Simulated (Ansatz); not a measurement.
# La: pressure 0.3 GPa

Base system: La (space group P6_3/mmc, No. 194; a = 3.770 Å, c = 12.081 Å).

Modification: a hydrostatic pressure of 0.3 GPa.

Level of theory: PBE (Ansatz, an electronic-structure program; PAW; 420 eV plane waves; no spin-orbit coupling). Γ-centred 14×14×4 mesh, Fermi–Dirac width 0.05 eV.

```tsv
quantity	base	changed	shift
volume per atom	37.18 Å³	36.75 Å³	-0.437 Å³
lattice parameter a	377.0 pm	375.6 pm	-1.48 pm
c/a ratio	3.204	3.204	0.000
shortest interatomic distance	372.3 pm	370.8 pm	-1.5 pm
enthalpy H = E + PV relative to the base's energy	–	+0.07 eV/atom	–
band gap	zero	zero	–
```

Final structure:

```
CELL_PARAMETERS angstrom
      3.75558     0.00000     0.00000
     -1.87779     3.25243     0.00000
      0.00000     0.00000    12.03320
ATOMIC_POSITIONS crystal
  La 0.00000 0.00000 0.00000
  La 0.00000 0.00000 0.50000
  La 0.33333 0.66667 0.25000
  La 0.66667 0.33333 0.75000
```

Load acts through the strain it causes; cell and atoms are relaxed under it. Whether these cells are dynamically stable was not tested.
